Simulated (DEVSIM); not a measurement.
Device: Al0.4Ga0.6As/GaAs n-p heterojunction, at 300 K.

```csv
layer (left to right),material,thickness (μm),Nd (cm⁻³),Na (cm⁻³),τn (s),τp (s)
1,Al0.4Ga0.6As,0.410,2e17,-,4.3e-10,4.3e-10
2,GaAs,0.160,-,1.1e17,4.3e-10,4.3e-10
```

Left contact: ohmic. Right contact: ohmic. Voltage is applied to the left contact. Recombination: SRH at mid-gap, Auger. Mobility is μmin + (μ − μmin)/(1 + (N/Nref)^α).

Constants are typed, rounded textbook-type inputs, not results; the design itself was drawn at random and stands for no fabricated device. Values at 300 K.

| parameter | Al0.4Ga0.6As | GaAs |
|---|---|---|
| gap (eV) | 1.9228 | 1.424 |
| affinity (eV) | 3.754 | 4.07 |
| permittivity | 11.76 | 12.9 |
| Nc (cm⁻³) | 7.93e17 | 4.7e17 |
| Nv (cm⁻³) | 9e18 | 9e18 |
| μn (cm²/Vs) | 3220 | 8500 |
| μp (cm²/Vs) | 158 | 400 |
| μn,min | 500 | 500 |
| μp,min | 20 | 20 |
| Nref,n | 6e16 | 6e16 |
| Nref,p | 1.5e17 | 1.5e17 |
| αn | 0.39 | 0.39 |
| αp | 0.38 | 0.38 |
| Cn (cm⁶/s) | 1e-30 | 1e-30 |
| Cp (cm⁶/s) | 1e-30 | 1e-30 |

Model (solved in DEVSIM): 1D drift-diffusion, Boltzmann statistics, complete ionisation; no tunnelling, impact ionisation, image-force lowering or self-heating. Band offsets follow the typed affinities; no thermionic-emission limit at abrupt steps, no polarisation charge.

Q: Give the dark forward current.

A: 
```json
[
 {"V (V)": "-0.05", "J (A/cm²)": "-4.6e-10"},
 {"V (V)": "-0.10", "J (A/cm²)": "-1.6e-9"},
 {"V (V)": "-0.15", "J (A/cm²)": "-4.7e-9"},
 {"V (V)": "-0.20", "J (A/cm²)": "-1.3e-8"},
 {"V (V)": "-0.25", "J (A/cm²)": "-3.5e-8"},
 {"V (V)": "-0.30", "J (A/cm²)": "-9.5e-8"},
 {"V (V)": "-0.35", "J (A/cm²)": "-2.6e-7"},
 {"V (V)": "-0.40", "J (A/cm²)": "-7.0e-7"},
 {"V (V)": "-0.45", "J (A/cm²)": "-1.9e-6"},
 {"V (V)": "-0.50", "J (A/cm²)": "-5.2e-6"},
 {"V (V)": "-0.55", "J (A/cm²)": "-1.4e-5"},
 {"V (V)": "-0.60", "J (A/cm²)": "-4.0e-5"},
 {"V (V)": "-0.65", "J (A/cm²)": "-0.00011"},
 {"V (V)": "-0.70", "J (A/cm²)": "-0.00035"},
 {"V (V)": "-0.75", "J (A/cm²)": "-0.0012"},
 {"V (V)": "-0.80", "J (A/cm²)": "-0.0048"},
 {"V (V)": "-0.85", "J (A/cm²)": "-0.023"},
 {"V (V)": "-0.90", "J (A/cm²)": "-0.13"},
 {"V (V)": "-0.95", "J (A/cm²)": "-0.78"},
 {"V (V)": "-1.00", "J (A/cm²)": "-4.8"},
 {"V (V)": "-1.05", "J (A/cm²)": "-28"},
 {"V (V)": "-1.10", "J (A/cm²)": "-120"},
 {"V (V)": "-1.15", "J (A/cm²)": "-400"},
 {"V (V)": "-1.20", "J (A/cm²)": "-1100"},
 {"V (V)": "-1.25", "J (A/cm²)": "-2600"}
]
```
